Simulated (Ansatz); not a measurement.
**CeIn3 (Pm-3m, No. 221)**

All values below come from r²SCAN+rVV10 (Ansatz, a quantum-chemistry and plane-wave program, plane waves, PAW).

Settings: plane-wave cutoff 560 eV, 12×12×12 k mesh, Fermi–Dirac smearing 0.05 eV, spin-polarised with parallel moments, scalar-relativistic PAW data made under PBE.

Cell: relaxed at this level.

```json
{
  "lattice_parameter_a": "4.684 Å"
}
```

Note: the magnetic order was assumed, not searched for or taken from measurement; the 4f shell is treated without U or exact exchange, so its levels and filling can be wrong.

Spin–orbit coupling is not included.

The computed numbers hold no vibrational or temperature effects.

The result took very roughly 14 core-minutes.
